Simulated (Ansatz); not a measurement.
Input and output of a self-consistent single point for BaSrSi4 (C222_1, 12 atoms in the cell) (Ansatz, a first-principles code).

Method of the run: r2SCAN, default PAW files made with PBE (plane waves; Ansatz).

```yaml
crystal:
  lattice:
    - [4.68437, -4.73778, 0.00000]
    - [4.68437, 4.73778, 0.00000]
    - [0.00000, 0.00000, 6.67072]
  atoms:
    - { symbol: Ba, position: [0.12549, 0.87451, 0.75000] }
    - { symbol: Ba, position: [0.87451, 0.12549, 0.25000] }
    - { symbol: Sr, position: [0.37555, 0.37555, 0.00000] }
    - { symbol: Sr, position: [0.62445, 0.62445, 0.50000] }
    - { symbol: Si, position: [0.42205, 0.17627, 0.45310] }
    - { symbol: Si, position: [0.57795, 0.82373, 0.95310] }
    - { symbol: Si, position: [0.17627, 0.42205, 0.54690] }
    - { symbol: Si, position: [0.82373, 0.57795, 0.04690] }
    - { symbol: Si, position: [0.08242, 0.66298, 0.29088] }
    - { symbol: Si, position: [0.91758, 0.33702, 0.79088] }
    - { symbol: Si, position: [0.66298, 0.08242, 0.70912] }
    - { symbol: Si, position: [0.33702, 0.91758, 0.20912] }
```

Reference input (self-consistent single point, DFT, PBEsol, plane waves, default PAW files made with PBE): basis.ecutwfc = 420 eV; kpoints.mp_grid.grid = 4 4 4; hamiltonian.xc = pbesol; hamiltonian.pseudopotentials = {kind: paw} (the program's default PAW files); scf.occupations.method = cold; scf.occupations.width = 0.1 eV. This run's input differs from it in these lines:

Ansatz 0.2 input:
```diff
@@ -20,3 +20,3 @@
 basis:
-  ecutwfc: 420.0
+  ecutwfc: 500.0
 kpoints:
@@ -24,3 +24,3 @@
 hamiltonian:
-  xc: pbesol
+  xc: r2scan
   pseudopotentials: { kind: paw }
```

The program printed (abridged):

```
SCF iter   1: F=—  HF=-24156.532620 eV  |F-HF|=—  |Δ(HF+E_count)|=         —  Δρ=5.89e-3  dr2=1.45e-1  dr2_τ=4.78e-2  ethr=1.77e-3  ⟨swp⟩=13.4  Hψ=6640  notcnv=0
all-band conjugate gradients solve this SCF's bands
preconditioner: auto → Kerker (q_TF=auto, 2.155 Å⁻¹)
SCF iter   2: F=—  HF=-24156.825953 eV  |F-HF|=—  |Δ(HF+E_count)|=   2.93e-1  S|Δr|=    0.00e0  Δρ=4.04e-3  dr2=7.44e-2  dr2_τ=6.03e-4  ethr=2.02e-4  ⟨swp⟩=2.0  Hψ=1867  notcnv=0  defer=107
   [... lines left out ...]
SCF iter   6: F=—  HF=-24156.813741 eV  |F-HF|=—  |Δ(HF+E_count)|=   3.75e-4  S|Δr|=    0.00e0  Δρ=3.00e-5  dr2=4.86e-6  dr2_τ=1.05e-7  ethr=3.66e-8  ⟨swp⟩=2.2  Hψ=1676  notcnv=0  defer=107
SCF iter   7: F=—  HF=-24156.813743 eV  |F-HF|=—  |Δ(HF+E_count)|=   1.71e-6  S|Δr|=    0.00e0  Δρ=1.05e-5  dr2=7.06e-7  dr2_τ=1.00e-8  ethr=6.75e-9  ⟨swp⟩=2.9  Hψ=1522  notcnv=0  defer=107
SCF iter   8: F=-24156.813743 eV  HF=-24156.813743 eV  |F-HF|=5.75e-9  |Δ(HF+E_count)|=   1.32e-7  S|Δr|=    0.00e0  Δρ=2.22e-6  dr2=3.18e-8  dr2_τ=4.89e-10  ethr=1.39e-10  ⟨swp⟩=13.7  Hψ=6011  notcnv=0
SCF 1 converged in 8 iterations: F = -24156.813743 eV  dr2 = 3.18e-8
Stability not checked (fill_not_monotonic)
Free energy (F): -24156.813743 eV
Internal energy: -24156.812679 eV  (E = F + TS)
E sigma→0 (E₀):  -24156.813388 eV
Entropy (-TS):   -0.001064 eV (-0.089 meV/atom)
Fermi energy:    8.655416 eV
--- Forces (eV/Å), atoms counted from 1 ---
  atom   1  Ba     0.00000000     0.06811292    -0.00000000
  atom   2  Ba    -0.00000000    -0.06811292    -0.00000000
  atom   3  Sr    -0.03783600    -0.00000000     0.00000000
  atom   4  Sr     0.03783600     0.00000000     0.00000000
   [... lines left out ...]
  atom  12  Si    -0.04017372     0.00637188    -0.00885810
--- Stress (GPa, compression-positive) ---
       -0.491793      -0.000000       0.000000
       -0.000000      -0.733149      -0.000000
        0.000000      -0.000000      -0.707450
  P = ⅓ Tr σ = -0.6441 GPa (-6.441 kbar)
  The stress holds the Pulay correction. Without it, at fixed plane waves, as pw.x and ABINIT print it: P = -0.6518 GPa
```

The run converged in 8 iterations. Against the reference run the pressure goes from -2.25 to -0.64 GPa and the largest force goes from 0.065 to 0.069 eV/Å.

The starting cell comes from a database of computed structures (which also holds hypothetical and non-ambient phases and stackings), without a prior relaxation at this level. Ansatz's pressure includes its estimate of the finite-basis (Pulay) stress.

Cost on one core of a shared machine: roughly 50 s.
